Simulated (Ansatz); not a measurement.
## Fermi-surface data of ZrRu (Pm-3m)

Here is the system:

```xyz
2
Lattice="3.2296 0.0000 0.0000 0.0000 3.2296 0.0000 0.0000 0.0000 3.2296" Properties=species:S:1:pos:R:3 pbc="T T T"
Zr     1.6148     1.6148     1.6148
Ru     0.0000     0.0000     0.0000
```

Method: PBEsol, rigid bands (plane waves, PAW, scalar-relativistic; Ansatz, a program for electronic structure). Cell: cell and atoms relaxed with PBEsol.

| Quantity | Value |
|---|---|
| density of states at the Fermi level | 0.540 states/(eV·cell), both spins |
| bare Sommerfeld coefficient | 0.64 mJ/(mol of atoms·K²) |
| Drude plasma energy | 5.0 eV |
| root-mean-square Fermi velocity | 7.7e5 m/s |
| resistivity times τ | 19.9 ×10⁻²² Ω·m·s |

A metal at this level (no band gap); rigid bands, thermally averaged at 300 K, both spins. Spin-orbit coupling is left out. τ is one relaxation time for all states.

Formula and space group known from diffraction (Crystallography Open Database), not checked to be the room-temperature form: ZrRu (Pm-3m).
